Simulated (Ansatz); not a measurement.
# Hypothetical rock salt GaSb: response to strain

Consider GaSb in the rock salt structure (space group Fm-3m, No. 225; a = 5.801 Å; a hypothetical phase, not in the database extracts checked; relaxed with 0.1 eV smearing). Axes: x, y, z lie along the cube axes.

Strains are applied to the cell and any free atomic positions relax; under biaxial strain the out-of-plane vector relaxes too; under stress the whole cell relaxes.

Calculations: PBE (Ansatz, a program for electronic structure, PAW, no SOC).

Notes on the quantities. energy relative to the base: free energy F.

| variant | energy relative to the base | volume per atom |
|---|---|---|
| base | 0 meV/atom | 24.40 Å³ |
| biaxial strain −1.08 %, plane normal [001], relaxed out of plane | +2.3 meV/atom | 24.00 Å³ |
| uniaxial strain ε_yy = −2.79 % | +7.5 meV/atom | 23.72 Å³ |
| uniaxial stress, 0.5 GPa compression along z | +0.2 meV/atom | 24.32 Å³ |
| uniaxial stress, 2 GPa tension along z | +3.6 meV/atom | 24.74 Å³ |

Beyond what the load breaks, stability against distortions was not tested. All final runs are without spin polarisation.
